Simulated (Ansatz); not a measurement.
**CuI under a change: biaxial strain +2.50 %, plane normal [111], relaxed out of plane**

Start from CuI in the zinc blende structure (space group F-43m, No. 216; a = 6.0228 Å). Axes: x, y, z lie along the cube axes.

It is then changed as follows: tensile biaxial strain of 2.50 % in the plane normal to [111], as in epitaxy on a mismatched substrate; the out-of-plane cell vector and the atoms relax.

The values are results of Kohn–Sham DFT with the r2SCAN functional, run in Ansatz (a first-principles code) with PAW and 500 eV plane waves, no spin-orbit coupling, not measurements. k-mesh 10×10×10 (Γ-centred); smearing 0.05 eV (Fermi–Dirac).

| quantity | base | changed | shift |
|---|---|---|---|
| volume per atom | 27.31 Å³ | 28.17 Å³ | +0.86 Å³ |
| space group | F-43m (No. 216) | R3m (No. 160) | – |
| shortest interatomic distance | 2.608 Å | 2.623 Å | +0.0155 Å |
| energy relative to the base (free energy F) | 0 meV/atom | +8.3 meV/atom | +8.3 meV/atom |
| band gap (an upper bound: an edge found on the path is not a true extremum; the changed cell) | 1.67 eV | 1.54 eV | -0.13 eV |
| out-of-plane strain | – | -1.83 % | – |
| ratio −ε⊥/ε∥ | – | 0.73 | – |
| mean in-plane stress (compression positive) | – | -1.9 GPa | – |

With I present, leaving out spin-orbit coupling can change the band edges. Stability against distortions was not tested. The final runs are not spin-polarised.
